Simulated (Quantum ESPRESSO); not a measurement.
Quantum ESPRESSO is run on TaC (Fm-3m, 2 atoms in the cell), and the run fails. The aim is a self-consistent single point with DFT, PBE, plane waves, SSSP 1.1.2 efficiency (PBE) pseudopotentials.

Cell that was meant: a = 3.2293 Å, b = 3.2293 Å, c = 3.2293 Å, α = 60.00°, β = 60.00°, γ = 60.00°.

Part of the input:

```fortran
 smearing = 'fermi-dirac',
 degauss = 0.0073499,
/
ATOMIC_SPECIES
Ta   180.9479  Ta_pbe_v1.uspp.F.UPF
C     12.0110  C.pbe-n-kjpaw_psl.1.0.0.UPF
ATOMIC_POSITIONS {crystal}
```

Output (repeated stretches shortened):

```
     This program is part of the open-source Quantum ESPRESSO suite
     for quantum simulation of materials; please cite

 %%%%%%%%%%%%%%%%%%%%%%%%%%%%%%%%%%%%%%%%%%%%%%%%%%%%%%%%%%%%%%%%%%%%%%%%%%%%%%
     Error in routine  read_namelists (1):
      bad line in namelist &electrons: "12 12 12  0 0 0" (error could be in the previous line)
 %%%%%%%%%%%%%%%%%%%%%%%%%%%%%%%%%%%%%%%%%%%%%%%%%%%%%%%%%%%%%%%%%%%%%%%%%%%%%%

     stopping ...
```

### Question
From the messages shown, name the fault and mend the input.

### Answer
The fault is a required namelist left out. The program reads the namelists in a fixed order, even empty ones. To fix it, add the namelist. The program stopped before any SCF iteration.

The sound input it was made from differs as follows (other fixes are possible):
```diff
+&ELECTRONS
+ conv_thr = 1.0d-10,
+/
```

With that input, the run converged in 11 iterations: free energy E − TS -2182.4539 eV; Fermi level (on the code's own zero) 18.45 eV; pressure -17.96 GPa (DFT, PBE, plane waves, SSSP 1.1.2 efficiency (PBE) pseudopotentials).

On the sound input: the starting cell comes from a database of computed structures (which also holds hypothetical and non-ambient phases and stackings), without a prior relaxation at this level. Its lattice was rescaled by a random factor within 2.5 % of one. Spin polarisation is off. With a pressure of about -18 GPa the cell is away from its equilibrium volume at this level.
